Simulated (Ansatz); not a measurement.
**Evanescent states of Bi2Se3 (R-3m, 5 atoms a cell, 28.2 Å³ an atom) along the normal of (001)**

The numbers are results of r2SCAN (plane waves, PAW; Ansatz, an electronic-structure program), not measurements.

The gap is the functional's own, uncorrected, and κ follows it; spin-orbit coupling is left out. Mid-gap means the computed energy nearest the middle.

Energies count from the valence-band top; κ is the least over a 12×12 mesh across the current.

| E (eV) | κ (1/Å) | where |
|---|---|---|
| 0.03 | 0.036 | Γ |
| 0.07 | 0.058 | Γ |
| 0.12 | ___ | Γ |
| 0.17 | ___ | Γ |
| 0.23 | ___ | Γ |
| 0.28 | ___ | Γ |
| 0.33 | 0.065 | Γ |
| 0.38 | 0.049 | Γ |

Question: Some entries are withheld; supply them.

Answer: 
- 0.12, κ (1/Å): 0.070
- 0.17, κ (1/Å): 0.075
- 0.23, κ (1/Å): 0.076
- 0.28, κ (1/Å): 0.073
